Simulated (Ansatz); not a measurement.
# CaTiO3: element substitutions

Take CaTiO3 in the cubic perovskite structure (space group Pm-3m, No. 221; a model cell) as the base.

```
CaTiO3
1.0
    3.84142     0.00000     0.00000
    0.00000     3.84142     0.00000
    0.00000     0.00000     3.84142
Ca Ti O
1 1 3
Cartesian
  0.00000   0.00000   0.00000
  1.92071   1.92071   1.92071
  0.00000   1.92071   1.92071
  1.92071   1.92071   0.00000
  1.92071   0.00000   1.92071
```

Each row replaces one element on all its sites; cell and atoms are relaxed.

Levels (all Ansatz, a first-principles code, PAW, earlier PAW set): PBEsol (420 eV, scalar-relativistic without spin-orbit coupling); PBEsol+SOC (420 eV, noncollinear with spin-orbit coupling).

Band gaps by level, all at the geometries relaxed with PBEsol:

| case | PBEsol | PBEsol+SOC |
|---|---|---|
| base | 1.89 eV | 1.88 eV |
| Ca → Sr | 1.86 eV | 1.84 eV |
| O → Se | zero | zero |
| Ca → Be | zero | zero |

Single points use the geometry relaxed with PBEsol. A case with no gap was solved on a k-mesh chosen for an insulator, which is coarse for it. Differences between runs with and without spin-orbit coupling are approximate. Whether these cells are dynamically stable was not tested. As relaxed here, CaTiSe3 and TiBeO3 are hypothetical phases, not in the database extracts checked. No Hubbard U is applied, and correlation can decide whether such a compound is a metal. The runs without spin-orbit coupling are not spin-polarised. Many cubic perovskites are stable only at high temperature; tilts and polar distortions were not tested. CaTiSe3 has a high density of states at the Fermi level and may be magnetic at this level. The zero or small gap of TiBeO3 can change with the level of theory.
